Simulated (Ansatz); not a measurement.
Phonon-limited resistivity of Hf2CS (P6_3/mmc) against temperature in μΩ·cm, PBEsol, DFPT electron-phonon coupling, linearised Boltzmann equation run with Ansatz (a quantum-chemistry and plane-wave program), harmonic crystal at a fixed cell. x, y and z are the axes of this cell:
```yaml
crystal:
  lattice:
    - [3.34553, 0.00000, 0.00000]
    - [-1.67276, 2.89731, 0.00000]
    - [0.00000, 0.00000, 11.94826]
  atoms:
    - { symbol: Hf, position: [0.33333, 0.66667, 0.39942] }
    - { symbol: Hf, position: [0.66667, 0.33333, 0.60058] }
    - { symbol: Hf, position: [0.66667, 0.33333, 0.89942] }
    - { symbol: Hf, position: [0.33333, 0.66667, 0.10058] }
    - { symbol: C, position: [0.00000, 0.00000, 0.50000] }
    - { symbol: C, position: [0.00000, 0.00000, 0.00000] }
    - { symbol: S, position: [0.66667, 0.33333, 0.25000] }
    - { symbol: S, position: [0.33333, 0.66667, 0.75000] }
```

```json
[
 {"T": "50 K", "ρ (x, y)": "0.28", "ρ (z)": "0.47"},
 {"T": "77 K", "ρ (x, y)": "…", "ρ (z)": "1.65"},
 {"T": "100 K", "ρ (x, y)": "…", "ρ (z)": "3.0"},
 {"T": "150 K", "ρ (x, y)": "3.8", "ρ (z)": "6.2"},
 {"T": "200 K", "ρ (x, y)": "6.0", "ρ (z)": "9.8"},
 {"T": "250 K", "ρ (x, y)": "8.2", "ρ (z)": "13.5"},
 {"T": "273 K", "ρ (x, y)": "9.2", "ρ (z)": "15.2"},
 {"T": "300 K", "ρ (x, y)": "10.5", "ρ (z)": "17.3"}
]
```

Question: Complete the blanks.

Answer: 
- 77 K, ρ (x, y): 1.03
- 100 K, ρ (x, y): 1.84

A metal at this level (no band gap). Only scattering by harmonic phonons is included (no impurities, grain boundaries, electron-electron scattering or thermal expansion). Spin-orbit coupling is left out, which matters with elements this heavy. Halving the electron mesh (28x28x8) moves the resistivity by up to 14 %. Smearing 0.20 eV; phonons on a 5x5x2 q mesh, which this run doesn't test and which matters most at low temperature.

Computed structure with no diffraction record at hand here (it may be known, metastable or hypothetical): Hf2CS (P6_3/mmc).
